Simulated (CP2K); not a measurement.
Variants of one calculation on TlSbO₃ (P-31c, 20 atoms in the cell)

```
CELL_PARAMETERS angstrom
      5.33071     0.00000     0.00000
     -2.66535     4.61653     0.00000
      0.00000     0.00000    14.72639
ATOMIC_POSITIONS crystal
  Tl 0.66667 0.33333 0.92916
  Tl 0.33333 0.66667 0.07084
  Tl 0.66667 0.33333 0.57084
  Tl 0.33333 0.66667 0.42916
  Sb 0.66667 0.33333 0.25000
  Sb 0.33333 0.66667 0.75000
  Sb 0.00000 0.00000 0.25000
  Sb 0.00000 0.00000 0.75000
  O  0.28591 0.33334 0.82520
  O  0.71409 0.66666 0.17480
  O  0.66666 0.95257 0.82520
  O  0.33334 0.04743 0.17480
  O  0.04743 0.71409 0.82520
  O  0.95257 0.28591 0.17480
  O  0.66666 0.71409 0.67480
  O  0.33334 0.28591 0.32520
  O  0.04743 0.33334 0.67480
  O  0.95257 0.66666 0.32520
  O  0.28591 0.95257 0.67480
  O  0.71409 0.04743 0.32520
```

Base run A: CP2K 2026.2 with PBEsol, GPW, DZVP-MOLOPT-SR-GTH basis, GTH-PBE potentials (GTH_POTENTIALS), self-consistent single point.

Its settings: CUTOFF = 500 Ry; REL_CUTOFF = 60 Ry; KPOINTS/SCHEME = MONKHORST-PACK 4 4 2; XC_FUNCTIONAL = PBE:PBESOL; Tl/BASIS_SET = DZVP-MOLOPT-SR-GTH-q13; Tl/POTENTIAL = GTH-PBE-q13; Sb/BASIS_SET = DZVP-MOLOPT-SR-GTH-q5; Sb/POTENTIAL = GTH-PBE-q5; O/BASIS_SET = DZVP-MOLOPT-SR-GTH-q6; O/POTENTIAL = GTH-PBE-q6; METHOD = GPW; EPS_DEFAULT = 1e-10; NGRIDS = 5; SCF_GUESS = ATOMIC; EPS_SCF = 1e-07; MAX_SCF = 100; ADDED_MOS = 23; MIXING/METHOD = BROYDEN_MIXING; MIXING/ALPHA = 0.2; MIXING/NBUFFER = 10.

The starting cell comes from a database of computed structures (which also holds hypothetical and non-ambient phases and stackings), without a prior relaxation at this level. Spin-orbit coupling is off. Values carry the incompleteness of an atom-centred basis. The potentials were made for another functional than the one used. In the base run, with a pressure of about 7 GPa the cell is away from its equilibrium volume at this level. In the base run, forces exceed 1 eV/Å.

ΔF is the free energy per atom less that of run A. 

```json
[
 {"run": "A", "change": "base", "ΔF (meV/atom)": "0.00", "pressure (GPa)": "7.31", "largest force (eV/Å)": "1.252", "gap on the mesh (eV)": "2.698", "k-points": "16"},
 {"run": "B", "change": "KPOINTS/SCHEME: MONKHORST-PACK 4 4 2 → MACDONALD 4 4 1 0 0 0.5", "ΔF (meV/atom)": "0.00", "pressure (GPa)": "7.31", "largest force (eV/Å)": "1.252", "gap on the mesh (eV)": "2.831", "k-points": "8"},
 {"run": "C", "change": "CUTOFF: 500 Ry → 400 Ry", "ΔF (meV/atom)": "0.49", "pressure (GPa)": "7.32", "largest force (eV/Å)": "1.273", "gap on the mesh (eV)": "2.699", "k-points": "16"},
 {"run": "D", "change": "lattice scaled by 0.985", "ΔF (meV/atom)": "51.3", "pressure (GPa)": "13.40", "largest force (eV/Å)": "1.881", "gap on the mesh (eV)": "2.804", "k-points": "16"},
 {"run": "E", "change": "KPOINTS/SCHEME: MONKHORST-PACK 4 4 2 → MACDONALD 3 3 1 0.1666666667 0.1666666667 0.5", "ΔF (meV/atom)": "0.24", "pressure (GPa)": "7.32", "largest force (eV/Å)": "1.253", "gap on the mesh (eV)": "2.890", "k-points": "9"},
 {"run": "F", "change": "ADDED_MOS: 23 → 64", "ΔF (meV/atom)": "0.00", "pressure (GPa)": "7.31", "largest force (eV/Å)": "1.252", "gap on the mesh (eV)": "2.698", "k-points": "16"},
 {"run": "G", "change": "REL_CUTOFF: 60 Ry → 50 Ry", "ΔF (meV/atom)": "0.00", "pressure (GPa)": "7.31", "largest force (eV/Å)": "1.252", "gap on the mesh (eV)": "2.698", "k-points": "16"},
 {"run": "H", "change": "MIXING/NBUFFER: 10 → 6", "ΔF (meV/atom)": "0.00", "pressure (GPa)": "7.31", "largest force (eV/Å)": "1.252", "gap on the mesh (eV)": "2.698", "k-points": "16"},
 {"run": "I", "change": "EPS_SCF: 1e-07 → 1e-09", "ΔF (meV/atom)": "0.00", "pressure (GPa)": "7.31", "largest force (eV/Å)": "1.252", "gap on the mesh (eV)": "2.698", "k-points": "16"}
]
```

Run E against A: The free energy is nearly the same (within 1 meV/atom), the pressure hardly changes (7.31 to 7.32 GPa), the largest force hardly changes (1.252 to 1.253 eV/Å) and the gap on the mesh goes from 2.698 to 2.890 eV.

Run D against A: The free energy rises by 51.3 meV/atom, the pressure goes from 7.31 to 13.40 GPa, the largest force goes from 1.252 to 1.881 eV/Å and the gap on the mesh goes from 2.698 to 2.804 eV.

Run C against A: The free energy hardly moves (within 1 meV/atom), the pressure moves little (7.31 to 7.32 GPa), the largest force goes from 1.252 to 1.273 eV/Å and the gap on the mesh hardly changes (2.698 to 2.699 eV).
